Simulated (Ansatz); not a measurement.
We consider 1T (CdI2-type) PtTe2, described by PBE-D3(BJ) (Ansatz, an electronic-structure program, plane waves, PAW).

The input as run:

Ansatz 0.2 input:
```yaml
crystal:
  lattice:
    - [2.0535353773, -3.5568276086, 0.0]
    - [2.0535353773, 3.5568276086, 0.0]
    - [0.0, 0.0, 5.1604893449]
  atoms:
    - { symbol: Te, position: [0.3333333333, 0.6666666667, 0.2667606739] }
    - { symbol: Te, position: [0.6666666667, 0.3333333333, 0.7332393261] }
    - { symbol: Pt, position: [0.0, 0.0, 0.0] }
basis:
  ecutwfc: 520
  ecutrho_ratio: 4
  xc_grid: 2
kpoints:
  mp_grid: { grid: [18, 18, 12] }
hamiltonian:
  xc: pbe
  dispersion: d3bj
  pseudopotentials: { kind: paw }
scf:
  occupations: { method: fermi_dirac, width: 0.05 }
output:
  forces: true
  stress: true
  eigenvalues: true
relax:
  f_tol: 0.004
  escape_saddle: false
  max_steps: 80
  cell: { stress_tol: 0.02, fix: [volume] }
```

Output (set-up and result lines):

```
Relaxation: its limit of steps is 80 (relax.max_steps)
Crystal: 3 atoms, lattice volume = 75.385 Å³
Basis set: ecut = 520 eV, 2065 PW (Γ), exchange–correlation on 64×64×80 points (8 copies of the dense FFT grid, shifted against one another)
Bands: 30, of which v1, the nominal top of the filled ones, is band 25 counted from 1 (24 counted from 0)
Symmetry: 12 space group operations
Space group: P-3m1 (ITA 164), of the structure as read, at distance tolerance 4.2e-5 Å
k-points: 394 of 3888
Functional: x = pbe(κ = 0.804, μ = 0.2195149727645171), c = pbe(β = 0.06672455060314922)
SCF iter   1: F=—  HF=-26485.713748 eV  |F-HF|=—  |Δ(HF+E_count)|=         —  Δρ=2.75e-3  dr2=5.59e-3
SCF iter   2: F=—  HF=-26485.714563 eV  |F-HF|=—  |Δ(HF+E_count)|=   8.15e-4  Δρ=1.70e-3  dr2=3.33e-3
  ...
SCF 1 converged in 6 iterations: F = -26485.713509 eV  dr2 = 3.33e-9
Crystal: 3 atoms, lattice volume = 75.385 Å³
Basis set: ecut = 520 eV, 2029 PW (Γ), exchange–correlation on 64×64×80 points (8 copies of the dense FFT grid, shifted against one another)
Initial density: handed on by an earlier stage of this run
SCF 2 converged in 6 iterations: F = -26485.662162 eV  dr2 = 5.73e-8
Crystal: 3 atoms, lattice volume = 75.385 Å³
SCF 3 converged in 9 iterations: F = -26485.727505 eV  dr2 = 2.13e-12
Crystal: 3 atoms, lattice volume = 75.385 Å³
SCF 4 converged in 4 iterations: F = -26485.727710 eV  dr2 = 2.86e-8
Crystal: 3 atoms, lattice volume = 75.385 Å³
SCF iter   4: F=—  HF=-26485.727712 eV  |F-HF|=—  |Δ(HF+E_count)|=   5.50e-8  Δρ=4.16e-7  dr2=5.42e-11
SCF iter   5: F=-26485.727712 eV  HF=-26485.727712 eV  |F-HF|=4.73e-11  |Δ(HF+E_count)|=   1.08e-9  Δρ=7.69e-8  dr2=2.92e-12
SCF 5 converged in 5 iterations: F = -26485.727712 eV  dr2 = 2.92e-12
SCF converged after 5 iterations
Free energy (F): -26485.727712 eV
Internal energy: -26485.717159 eV  (E = F + TS)
E sigma→0 (E₀):  -26485.722435 eV
Fermi energy:    13.243398 eV
--- Stress (GPa, compression-positive) ---
       -2.226732      -0.000000       0.000000
       -0.000000      -2.226732       0.000000
        0.000000       0.000000      -2.210056
  P = ⅓ Tr σ = -2.2212 GPa (-22.212 kbar)
```

The cell is one volume of an energy–volume scan, off the minimum.
